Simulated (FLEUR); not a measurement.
## Worked example: self-consistent single point of SrSi3Ni (I4mm, 5 atoms in the cell) in FLEUR

Method: LDA (Vosko-Wilk-Nusair), all-electron FLAPW (FLEUR), scalar-relativistic valence.

Input:

Input of the input generator:

```
SrSi3Ni FLAPW
&input film=f /
-3.8725118123 3.8725118123 9.0786751603
3.8725118123 -3.8725118123 9.0786751603
3.8725118123 3.8725118123 -9.0786751603
1.0
1.0 1.0 1.0

5
38 0.5989000000 0.5989000000 -0.0000000000
14 0.0020900000 0.0020900000 -0.0000000000
14 0.3499600000 0.8499600000 0.5000000000
14 0.8499600000 0.3499600000 0.5000000000
28 0.2447800000 0.2447800000 -0.0000000000

&comp jspins=1 /
&exco xctyp='vwn' /
&kpt div1=10 div2=10 div3=10 gamma=t /
&end /
```

```xml
<?xml version="1.0" encoding="UTF-8" standalone="no"?>
<fleurInput fleurInputVersion="0.39">
   <comment>
      SrSi3Ni FLAPW                                                                                       
   </comment>
   <calculationSetup>
      <cutoffs Kmax="4.1" Gmax="12.3" GmaxXC="12.3" numbands="0"/>
      <scfLoop itmax="80" minDistance="0.00001" maxIterBroyd="40" imix="Anderson" alpha="0.05" precondParam="0.0" spinf="2.0"/>
      <coreElectrons ctail="T" frcor="F" kcrel="0" coretail_lmax="0"/>
      <xcFunctional name="vwn" relativisticCorrections="F"/>
      <magnetism jspins="1"/>
      <soc l_soc="F" theta="0.0" phi="0.0" spav="F"/>
      <expertModes spex="0" secvar="F"/>
      <geometryOptimization l_f="T" forcealpha="1.0" forcemix="BFGS" epsdisp="0.00001" epsforce="0.00001"/>
      <ldaU l_linMix="F" mixParam="0.05" spinf="1.0"/>
   </calculationSetup>
   <cell>
      <bzIntegration valenceElectrons="38.0" mode="gauss" fermiSmearingEnergy="0.00183747">
         <kPointListSelection listName="default-1"/>
         <!-- k-points included here -->
         <xi:include xmlns:xi="http://www.w3.org/2001/XInclude" href="kpts.xml"> </xi:include>
      </bzIntegration>
      <!-- symmetry operations included here -->
      <xi:include xmlns:xi="http://www.w3.org/2001/XInclude" href="sym.xml"> </xi:include>
      <bulkLattice scale="1.0">
         <bravaisMatrix>
            <row-1>   -3.8725118123000000     3.8725118123000000     9.0786751602999995</row-1>
            <row-2>    3.8725118123000000    -3.8725118123000000     9.0786751602999995</row-2>
            <row-3>    3.8725118123000000     3.8725118123000000    -9.0786751602999995</row-3>
         </bravaisMatrix>
      </bulkLattice>
   </cell>
   <atomSpecies>
      <species name="Strontium (Sr)" element="Sr" atomicNumber="38">
         <mtSphere radius="2.68" gridPoints="925" logIncrement="0.014"/>
         <atomicCutoffs lmax="10" lnonsphr="8"/>
         <electronConfig flipSpins="F">
            <coreConfig>(1s1/2) (2s1/2) (2p1/2) (2p3/2) (3s1/2) (3p1/2) (3p3/2) (3d3/2) (3d5/2)</coreConfig>
            <valenceConfig>(4s1/2) (4p1/2) (4p3/2) (5s1/2)</valenceConfig>
         </electronConfig>
         <energyParameters s="5" p="5" d="4" f="4"/>
         <lo type="SCLO" l="0" n="4" eDeriv="0"/>
         <lo type="SCLO" l="1" n="4" eDeriv="0"/>
      </species>
      <species name="Silicon (Si)" element="Si" atomicNumber="14">
         <mtSphere radius="1.59" gridPoints="549" logIncrement="0.02"/>
         <atomicCutoffs lmax="6" lnonsphr="4"/>
         <electronConfig flipSpins="F">
            <coreConfig>(1s1/2) (2s1/2) (2p1/2) (2p3/2)</coreConfig>
            <valenceConfig>(3s1/2) (3p1/2) (3p3/2)</valenceConfig>
            <stateOccupation state="(3p1/2)" spinUp="0.3333333333333" spinDown="0.3333333333333"/>
            <stateOccupation state="(3p3/2)" spinUp="0.6666666666667" spinDown="0.6666666666667"/>
         </electronConfig>
         <energyParameters s="3" p="3" d="3" f="4"/>
      </species>
      <species name="Nickel (Ni)" element="Ni" atomicNumber="28">
         <mtSphere radius="2.44" gridPoints="843" logIncrement="0.015"/>
         <atomicCutoffs lmax="10" lnonsphr="8"/>
         <electronConfig flipSpins="F">
            <coreConfig>(1s1/2) (2s1/2) (2p1/2) (2p3/2) (3s1/2)</coreConfig>
            <valenceConfig>(3p1/2) (3p3/2) (4s1/2) (3d3/2) (3d5/2)</valenceConfig>
            <stateOccupation state="(3d3/2)" spinUp="1.6" spinDown="1.6"/>
            <stateOccupation state="(3d5/2)" spinUp="2.4" spinDown="2.4"/>
         </electronConfig>
         <energyParameters s="4" p="4" d="3" f="4"/>
         <lo type="SCLO" l="1" n="3" eDeriv="0"/>
      </species>
   </atomSpecies>
   <atomGroups>
      <atomGroup species="Strontium (Sr)">
         <relPos label="                   1">-.4011000000 -.4011000000 .0000000000</relPos>
         <force calculate="T" relaxXYZ="TTT"/>
      </atomGroup>
      <atomGroup species="Silicon (Si)">
         <relPos label="                   2">.0020900000 .0020900000 .0000000000</relPos>
         <force calculate="T" relaxXYZ="TTT"/>
      </atomGroup>
      <atomGroup species="Silicon (Si)">
         <relPos label="                   3">.3499600000 -.1500400000 1.000/2.000</relPos>
         <relPos label="                   4">-.1500400000 .3499600000 1.000/2.000</relPos>
         <force calculate="T" relaxXYZ="TTT"/>
      </atomGroup>
      <atomGroup species="Nickel (Ni)">
         <relPos label="                   5">.2447800000 .2447800000 .0000000000</relPos>
         <force calculate="T" relaxXYZ="TTT"/>
      </atomGroup>
   </atomGroups>
   <output dos="F" band="F" slice="F">
      <checks vchk="F" cdinf="F"/>
      <bandDOS minEnergy="-.5*Htr" maxEnergy="0.5*Htr" sigma="0.015" storeEVData="T"/>
      <vacuumDOS vacdos="F" integ="F" star="F" nstars="0" locx1="0.0" locy1="0.0" locx2="0.0" locy2="0.0" nstm="0" tworkf="0.0"/>
      <unfoldingBand unfoldBand="F" supercellX="1" supercellY="1" supercellZ="1"/>
      <plotting iplot="0" polar="F">
         <plot TwoD="T" vec1="  1.0  0.0  0.0" vec2="  0.0  1.0  0.0" vec3="  0.0  0.0  1.0" zero="  0.0  0.0  0.0" file="plot"/>
      </plotting>
      <chargeDensitySlicing numkpt="0" minEigenval="0.0" maxEigenval="0.0" nnne="0" pallst="F"/>
      <specialOutput eonly="F"/>
      <magneticCircularDichroism mcd="F" energyLo="-10.0" energyUp="0.0"/>
   </output>
  <!-- We include the file relax.xml here to enable relaxations (see documentation) -->
  <xi:include xmlns:xi="http://www.w3.org/2001/XInclude" href="relax.xml"> <xi:fallback/> </xi:include>
</fleurInput>
```

The program printed (abridged):

```
      Welcome to FLEUR        (www.flapw.de)
      MaX-Release 8.1          (www.max-centre.eu)

 ========== k-point set info ==========
 Selected k-point list: default-1
 k-point list type: mesh
 10 x 10 x 10
 Number of k points: 102

 ------------Calculation Setup---------------------------
           1           2           3           6          17          34          51         102
 Number of basis functions:          677
 Iteration:     1   Distance:      13.38201078 me/bohr^3
 Iteration:     2   Distance:       8.60320870 me/bohr^3
 Iteration:     3   Distance:       6.33380258 me/bohr^3
 Iteration:     4   Distance:      13.18250804 me/bohr^3
 Iteration:     5   Distance:       8.92074319 me/bohr^3
 Iteration:     6   Distance:       4.31701741 me/bohr^3
   [... 11 lines left out ...]
 Iteration:    18   Distance:       0.00022029 me/bohr^3
 Iteration:    19   Distance:       0.00004468 me/bohr^3
 Iteration:    20   Distance:       0.00003986 me/bohr^3
 Iteration:    21   Distance:       0.00001513 me/bohr^3
 Iteration:    22   Distance:       0.00000173 me/bohr^3
 Reset of history
 Run finished successfully
 Stop message:
   Structural relaxation: new displacements generated

[file out, last iteration]
             iter=     23
          p o t e n t i a l   g e n e r a t o r
[...]
          integral of pseudo charge density inside the slab=        0.000000   0.000000
     coulomb potential in the interstitial region:
          density-coulomb potential integrals
          total density-coulomb potenti    -8589.1164108697
          density-effective potential integrals for spin  1
          total density-effective poten   -8.8835569135E+03
          charge density-energy density integrals
          total charge density-energy d   -2.2243497213E+02
 Updated energy parameters for spin:           1
  Atom    1 5s branch from -0.85 to  2.39 htr. ; e_l =  0.3180
  Atom    1 5p branch from -0.11 to  2.99 htr. ; e_l =  0.4265
  Atom    1 4d branch from -4.11 to  1.06 htr. ; e_l =  0.4363
  Atom    1 4f branch from -9.99 to  2.21 htr. ; e_l =  0.6497
  Atom    1 4s branch from-11.63 to -0.85 htr. ; e_l(l -0.9163
  Atom    1 4p branch from -8.80 to -0.11 htr. ; e_l(l -0.2641
  Atom    2 3s branch from -4.51 to  3.45 htr. ; e_l = -0.3206
  Atom    2 3p branch from -2.91 to  3.81 htr. ; e_l = -0.1799
  Atom    2 3d branch from -9.99 to  3.54 htr. ; e_l = -0.0103
  Atom    2 4f branch from -9.99 to  7.37 htr. ; e_l =  0.1515
  Atom    3 3s branch from -4.51 to  3.44 htr. ; e_l = -0.3231
  Atom    3 3p branch from -2.92 to  3.80 htr. ; e_l = -0.1822
  Atom    3 3d branch from -9.99 to  3.53 htr. ; e_l = -0.0126
  Atom    3 4f branch from -9.99 to  7.37 htr. ; e_l =  0.1492
  Atom    4 4s branch from -3.43 to  1.36 htr. ; e_l =  0.1606
  Atom    4 4p branch from -1.99 to  1.91 htr. ; e_l =  0.3022
  Atom    4 3d branch from -9.99 to  0.34 htr. ; e_l =  0.2552
  Atom    4 4f branch from -9.99 to  3.28 htr. ; e_l =  0.6233
  Atom    4 3p branch from-30.38 to -1.99 htr. ; e_l(l -1.9943
[...]
 fermi energy and band-weighting factors:
at   0.00000   0.00000   0.00000   k-weight:    0.001000
   30 eigenvalues :
   -1.994143   -1.994143   -1.992076   -0.916738   -0.268652   -0.259874   -0.259874   -0.098931
   [... lines left out ...]
          first approx. to ef    (T=0)  :   0.347442 htr   (energy of the highest occ. eigenvalue)
   [... lines left out ...]
          sum of eigenvalues-correction=   -10.68004
          sum of weight                =    19.00000
          total moment                 =     0.00000
 Direct bandgap for spin            1 :    7.2002438139109337E-003  Htr
 at k-point           51  with k-vector   0.10000000000000001       0.50000000000000000       0.50000000000000000
          valence density: spin= 1
[...]
     l-like charge
     atom     s        p        d        f        total
 -->  1    2.06246  5.79169  0.42486  0.02815    8.31111
 -->  2    0.41980  0.41556  0.02864  0.00086    0.86494
 -->  3    0.42336  0.39335  0.03339  0.00133    0.85157
 -->  4    0.58259  6.71818  8.52718  0.02355   15.85749
          total charge for spin  1=   38.000002
          interst. charge =      11.263324
          mt charge=              8.311113    0.864935    0.851569   15.857491
          total charge  =   38.000002
          z= 38.     r(1)=  0.645805E-05     dx= 0.014000     m.t.index= 925
               n    l     j    energy       weight
               1.   0.   0.5 -583.9599      2.0000
               2.   0.   0.5  -78.5594      2.0000
               2.   1.   0.5  -71.4993      2.0000
   [... 6 lines left out ...]
          atom type    1  (spin 1)
          kinetic energy=  0.322277931392E+04     sum of the eigenvalues= -0.186120515228E+04
          0.00001826  electrons lost from core.
   [... 3 blocks of this kind left out ...]
```

The run converged in 22 iterations. FLEUR gives forces in its relaxation mode, with a further iteration, so its stop message speaks of a relaxation.

The starting cell comes from a database of computed structures (which also holds hypothetical and non-ambient phases and stackings), without a prior relaxation at this level. Its lattice was rescaled by a random factor within 2.5 % of one. Spin polarisation is off. Values depend on the basis (sphere radii, cutoffs, local orbitals), which need not be converged. The log's line on a gap gives a spacing of levels on this mesh, which the program prints for metals too.

Cost on one core of a shared machine: roughly 10 min.
